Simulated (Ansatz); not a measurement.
Consider the following.

```yaml
crystal:
  lattice:
    - [0.00000, 2.34819, 2.34819]
    - [2.34819, 0.00000, 2.34819]
    - [2.34819, 2.34819, 0.00000]
  atoms:
    - { symbol: B, position: [0.00000, 0.00000, 0.00000] }
    - { symbol: As, position: [0.25000, 0.25000, 0.25000] }
```

No spin polarisation.

All numbers come from PBEsol (Ansatz, an electronic-structure program), spin-orbit coupling left out. k-mesh 12×12×12 (Γ-centred); smearing 0.05 eV (Fermi–Dirac).

Q: What hole mass (degenerate bands, along [100]) does the calculation give?

A: 0.22, 0.22, 0.24 mₑ (at Γ).

Q: What band gap does the calculation give?

A: 1.04 eV.

Q: What is the computed electron mass?

A: 1.1 mₑ along k, 0.21 mₑ across (off the special points).

Q: Estimate the pressure.

A: 69.8 kbar.

The cells carry an imposed strain or load. Masses are band curvatures over ±0.01 Å⁻¹ around the edge. Along k means along the line from Γ to the band edge. No phonon test of stability was made. The cell was made from BAs in the zinc blende structure (space group F-43m, No. 216) by this change: isotropic strain −1.50 %.
